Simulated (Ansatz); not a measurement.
Reference: BeTe (F-43m), PBEsol, rigid bands (plane waves, PAW, scalar-relativistic; Ansatz, an electronic-structure program); axes and stresses refer to this cell.

```
CELL_PARAMETERS angstrom
      0.00000     2.80237     2.80237
      2.80237     0.00000     2.80237
      2.80237     2.80237     0.00000
ATOMIC_POSITIONS crystal
  Be 0.00000 0.00000 0.00000
  Te 0.75000 0.75000 0.75000
```

- Seebeck coefficient, p-type 1e19 cm⁻³ = 335 μV/K
- band gap = 1.84 eV
- hole conductivity mass = 0.41 mₑ

### Question
Change: spin-orbit coupling switched on. What happens to Seebeck coefficient, p-type 1e19 cm⁻³, band gap, hole conductivity mass?

### Answer
Seebeck coefficient, p-type 1e19 cm⁻³ falls to 241 μV/K; band gap decreases to 1.54 eV; hole conductivity mass drops to 0.38 mₑ.

Masses are for dilute carriers at 300 K, harmonic means over directions unless an axis is named. Seebeck coefficients are for the stated density at 300 K, with one relaxation time for all states and whether or not that doping can be reached. Spin-orbit coupling is left out unless a row names it; without it the gap and masses of crystals with these elements can be far off.
